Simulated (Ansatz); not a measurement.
L1₀ (CuAu-type) CuAu: LDA at its full settings (plane-wave cutoff 520 eV, 20×20×16 k mesh (along the axes of the cell as run), Fermi–Dirac smearing 0.05 eV, no spin polarisation, scalar-relativistic PAW data made under PBE) and at cheaper ones, in a cell of 2 atoms with Γ-centred meshes.

```json
[
 {"level and setting": "LDA (Ansatz)", "equilibrium lattice constant a (Å)": "2.787", "c axis length (Å)": "3.547", "bulk modulus (GPa)": "190"},
 {"level and setting": "LDA (2×2×2 k mesh) (Ansatz)", "equilibrium lattice constant a (Å)": "…", "c axis length (Å)": "…", "bulk modulus (GPa)": "…"}
]
```

### Question
Estimate the withheld entries.

### Answer

- LDA (2×2×2 k mesh) (Ansatz, a program for electronic structure), equilibrium lattice constant a (Å): 2.840
- LDA (2×2×2 k mesh) (Ansatz), c axis length (Å): 3.603
- LDA (2×2×2 k mesh) (Ansatz), bulk modulus (GPa): 160

Largest shifts from the full settings: lattice constant a +1.90 % (LDA (2×2×2 k mesh)), against a difference of -0.46 % of the full result from the reference 2.8 Å (measured, temperature not stated, no zero-point or thermal correction; as tabulated in Nepal et al. (2019), arXiv:1905.09348); lattice parameter c +1.58 % (LDA (2×2×2 k mesh)), against a difference of -3.35 % of the full result from the reference 3.67 Å (measured, temperature not stated, no zero-point or thermal correction; as tabulated in Mehl et al. (2016), arXiv:1607.02532); bulk modulus -15.8 % (LDA (2×2×2 k mesh)).

The full settings aren't shown to be converged themselves.

Ansatz's density-functional and Hartree–Fock values are scalar-relativistic unless marked +SOC, with PAW data made under PBE.

Run with cheap settings on purpose, which may leave them unconverged: LDA (2×2×2 k mesh).
